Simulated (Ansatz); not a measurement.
We consider Rb2Pt3S4 (Fmmm, No. 69, 9 atoms in the cell; start COD 1538252), described by PBEsol (plane waves, PAW; Ansatz, an electronic-structure program).

Run with plane-wave cutoff 520 eV, 8×8×8 k mesh, Fermi–Dirac smearing 0.01 eV, scalar-relativistic PAW data made under PBE.

Cell (relaxed at this level):

```cif
data_Pt3Rb2S4
_chemical_formula_sum 'Pt3 Rb2 S4'
_space_group_name_H-M_alt 'P 1'
_space_group_IT_number 1
_cell_length_a 8.40523
_cell_length_b 7.17205
_cell_length_c 6.29206
_cell_angle_alpha 76.949
_cell_angle_beta 56.227
_cell_angle_gamma 46.824
loop_
_space_group_symop_operation_xyz
  'x, y, z'
loop_
_atom_site_label
_atom_site_type_symbol
_atom_site_fract_x
_atom_site_fract_y
_atom_site_fract_z
_atom_site_occupancy
Pt1 Pt 0.50000 0.50000 0.00000 1
Pt2 Pt 0.00000 0.00000 0.50000 1
Pt3 Pt 0.00000 0.00000 0.00000 1
Rb1 Rb 0.65156 0.65156 0.34844 1
Rb2 Rb 0.34844 0.34844 0.65156 1
S1 S 0.05351 0.71744 0.28256 1
S2 S 0.94649 0.28256 0.71744 1
S3 S 0.71744 0.05351 0.94649 1
S4 S 0.28256 0.94649 0.05351 1
```

Q: Estimate the band gap, direct gap at Γ and bulk modulus B0 that the calculation returns.

A: 
- band gap: 1.36 eV (on the SCF k mesh)
- direct gap at Γ: 2.07 eV
- bulk modulus B0: 20.8 GPa

Note: the relaxation could not lower the start's symmetry, so the cell can be a saddle point above a distorted one; the bulk modulus is −V dP/dV from two relaxed cells at ±2 % in volume.

Spin–orbit coupling is not included.

The result took roughly 12 core-minutes.
